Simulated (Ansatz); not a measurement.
## tetragonal MoSi2 (1 1 0) on silicon (0 0 1), B on 3 of 6 substrate sites at each interface (film strained to the substrate, started from cuts of the bulks and a machine-learned relaxation; slabs Si66B6 and Mo20Si40, which can lie off the formulas)

A periodic stack without vacuum, tetragonal MoSi2 (1 1 0) on silicon (0 0 1), B on 3 of 6 substrate sites at each interface (film strained to the substrate, started from cuts of the bulks and a machine-learned relaxation; slabs Si66B6 and Mo20Si40, which can lie off the formulas): substrate slab Si66B6, film Mo20Si40, surface cells [[2, 0], [2, 3]] and [[2, 1], [-1, 2]], film strained by -1.7 and +2.0 %, outermost planes Si/Si and MoSi/MoSi as cut, which need not be the usual terminations and can put a slab off its formula.

The start was prepared with a machine-learned potential, and the result is one local minimum, with the in-plane cell held and forces under 0.04 eV/Å; the film can end far from its bulk form.

The numbers are results of PBE (plane waves to 420 eV, PAW; Ansatz, an electronic-structure program), not measurements. Scalar-relativistic, without spin–orbit coupling; the runs are not spin-polarised; PBE gaps are too small against experiment. Its k-point mesh 4×3×1, Fermi–Dirac width 0.05 eV.

- interface area = 89.8 Å²
- period = 24.82 Å
- heights between the nearest atoms of the two slabs at the two interfaces = 1.63 and 1.20 Å
- Mo–Si contacts across the interfaces within 1.22 times the sum of covalent radii = 10, mean 2.63 Å
- Si–Si contacts across the interfaces within 1.22 times the sum of covalent radii = 10, mean 2.53 Å
- B–Si contacts across the interfaces within 1.22 times the sum of covalent radii = 9, mean 2.19 Å
- B–Mo contacts across the interfaces within 1.22 times the sum of covalent radii = 6, mean 2.40 Å
- hole barrier (PBE) = 0.14 eV
- electron barrier (PBE) = 0.47 eV

```
CELL_PARAMETERS angstrom
      7.73567     0.00009    -0.03562
     -3.86792    11.60368     0.02191
      2.78522     0.34134    24.80558
ATOMIC_POSITIONS crystal
  Si 0.98416 0.98115 0.08509
  Si 0.45436 0.99562 0.06697
  Si 0.06559 0.31396 0.07117
  Si 0.64757 0.34129 0.07687
  Si 0.33521 0.66047 0.06447
  Si 0.78336 0.67622 0.08722
  B  0.18169 0.93277 0.03444
  Si 0.70054 0.90839 0.05171
  Si 0.36692 0.33593 0.03939
  B  0.83977 0.32215 0.02183
  B  0.61988 0.72892 0.04426
  Si 0.09062 0.74313 0.04566
  Si 0.74197 0.15517 0.18424
  Si 0.25228 0.16013 0.18413
  Si 0.92870 0.49627 0.18619
  Si 0.40722 0.48773 0.18312
  Si 0.09319 0.82413 0.19392
  Si 0.56647 0.82730 0.18632
  Si 0.01466 0.15545 0.13123
  Si 0.51690 0.15942 0.12622
  Si 0.18312 0.49158 0.12318
  Si 0.69399 0.49966 0.13474
  Si 0.33605 0.82554 0.12633
  Si 0.85555 0.82836 0.14719
  Si 0.87285 0.99045 0.29500
  Si 0.37583 0.99361 0.29917
  Si 0.04432 0.31851 0.29539
  Si 0.54612 0.32179 0.29494
  Si 0.21277 0.65261 0.29926
  Si 0.70395 0.65412 0.29470
  Si 0.15151 0.99611 0.24290
  Si 0.63504 0.99156 0.24177
  Si 0.31486 0.32199 0.24012
  Si 0.81741 0.32286 0.23905
  Si 0.47056 0.65477 0.23896
  Si 0.98347 0.65341 0.24549
  Si 0.67038 0.15404 0.41040
  Si 0.16828 0.15152 0.40721
  Si 0.83636 0.48281 0.40202
  Si 0.33516 0.48148 0.40923
  Si 0.00231 0.82100 0.40479
  Si 0.50517 0.82070 0.40557
  Si 0.93584 0.15284 0.35251
  Si 0.44352 0.15748 0.35388
  Si 0.11036 0.48188 0.35164
  Si 0.60089 0.48563 0.35014
  Si 0.27379 0.82205 0.35152
  Si 0.77183 0.82122 0.34923
  Si 0.79581 0.97875 0.51903
  Si 0.29241 0.97791 0.51874
  Si 0.96067 0.31866 0.51929
  Si 0.46644 0.31721 0.51911
  Si 0.12183 0.64902 0.51200
  Si 0.64200 0.64844 0.51213
  Si 0.06555 0.98319 0.46246
  Si 0.56467 0.98032 0.46380
  Si 0.22883 0.31154 0.46493
  Si 0.73691 0.32540 0.46263
  Si 0.40234 0.65367 0.46089
  Si 0.90081 0.64760 0.45469
  B  0.58404 0.13182 0.62322
  Si 0.10022 0.15809 0.61511
  Si 0.77777 0.51266 0.61473
  B  0.29788 0.54891 0.61265
  B  0.91704 0.79738 0.62301
  Si 0.39022 0.73004 0.60663
  Si 0.82628 0.14653 0.57252
  Si 0.39154 0.14555 0.57240
  Si 0.05936 0.48895 0.57142
  Si 0.50290 0.48793 0.57114
  Si 0.15882 0.80625 0.57210
  Si 0.72062 0.80628 0.57187
  Mo 0.61488 0.24507 0.69707
  Mo 0.81297 0.64118 0.69562
  Mo 0.01037 0.03706 0.69748
  Mo 0.21174 0.43773 0.69498
  Mo 0.41373 0.84188 0.69427
  Mo 0.48295 0.04155 0.78357
  Mo 0.68112 0.43886 0.78689
  Mo 0.87962 0.83657 0.78324
  Mo 0.08038 0.23707 0.78628
  Mo 0.28118 0.63723 0.78302
  Mo 0.34660 0.83528 0.87293
  Mo 0.54805 0.23440 0.87878
  Mo 0.74792 0.63466 0.87565
  Mo 0.94810 0.03513 0.87564
  Mo 0.14878 0.43643 0.87813
  Mo 0.22062 0.64085 0.96641
  Mo 0.41262 0.02517 0.96615
  Mo 0.62051 0.43732 0.96784
  Mo 0.81121 0.83124 0.96251
  Mo 0.01387 0.22974 0.96788
  Si 0.94725 0.24041 0.69533
  Si 0.14559 0.63833 0.69174
  Si 0.35342 0.04231 0.68881
  Si 0.54603 0.43827 0.69574
  Si 0.74944 0.84093 0.68997
  Si 0.87788 0.43823 0.69585
  Si 0.07995 0.84109 0.68987
  Si 0.27898 0.24048 0.69551
  Si 0.48010 0.63784 0.69106
  Si 0.67896 0.04214 0.68882
  Si 0.81453 0.03771 0.78419
  Si 0.01695 0.43754 0.78507
  Si 0.21667 0.83877 0.78127
  Si 0.41638 0.23892 0.78573
  Si 0.61512 0.63798 0.78397
  Si 0.74697 0.23864 0.78551
  Si 0.94639 0.63818 0.78422
  Si 0.14762 0.03772 0.78384
  Si 0.34552 0.43789 0.78488
  Si 0.54712 0.83862 0.78173
  Si 0.68274 0.83467 0.87381
  Si 0.88254 0.23563 0.87897
  Si 0.08211 0.63590 0.87485
  Si 0.28014 0.03490 0.87525
  Si 0.48255 0.43521 0.87882
  Si 0.61331 0.03321 0.87487
  Si 0.81507 0.43513 0.87839
  Si 0.01229 0.83553 0.87243
  Si 0.21374 0.23560 0.87807
  Si 0.41499 0.63706 0.87571
  Si 0.55178 0.63254 0.97361
  Si 0.75249 0.03278 0.96768
  Si 0.96464 0.45308 0.96969
  Si 0.14494 0.83670 0.95990
  Si 0.33877 0.21066 0.96807
  Si 0.48079 0.83208 0.96073
  Si 0.67125 0.21535 0.97003
  Si 0.87692 0.63199 0.96747
  Si 0.07103 0.03212 0.97215
  Si 0.28884 0.44666 0.96855
```
